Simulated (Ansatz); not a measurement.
The parent structure is BeSe in the zinc blende structure (space group F-43m, No. 216).

```
CELL_PARAMETERS angstrom
      0.00000     2.54081     2.54081
      2.54081     0.00000     2.54081
      2.54081     2.54081     0.00000
ATOMIC_POSITIONS crystal
  Be 0.00000 0.00000 0.00000
  Se 0.25000 0.25000 0.25000
```

All numbers come from LDA (Ansatz, a quantum-chemistry and plane-wave program), spin-orbit coupling left out.

Base values:

- Width of the top valence band = 3.50 eV
- Band gap = 2.40 eV
- Electron mass = 0.83 mₑ along k, 0.26 mₑ across (at X)
- Lattice parameter a = 5.082 Å

Perturbation: cell and atoms relaxed at a pressure of 0.9 GPa.

**Question.** How does this affect the width of the top valence band?

**Answer.** The width of the top valence band increases by 0.05 eV, from 3.50 eV to 3.55 eV.

**Question.** How does this affect the band gap?

**Answer.** The band gap falls by 0.02 eV, from 2.40 eV to 2.38 eV.

**Question.** Estimate the effect on the electron mass.

**Answer.** The electron mass is still 0.83 mₑ along k, 0.26 mₑ across (at X).

**Question.** What happens to the lattice parameter a?

**Answer.** The lattice parameter a drops by 0.018 Å (5.082 Å → 5.064 Å).

Load acts through the strain it causes; cell and atoms are relaxed under it. Masses are band curvatures over ±0.01 Å⁻¹ around the edge. Along k means along the line from Γ to the band edge. No phonon test of stability was made.
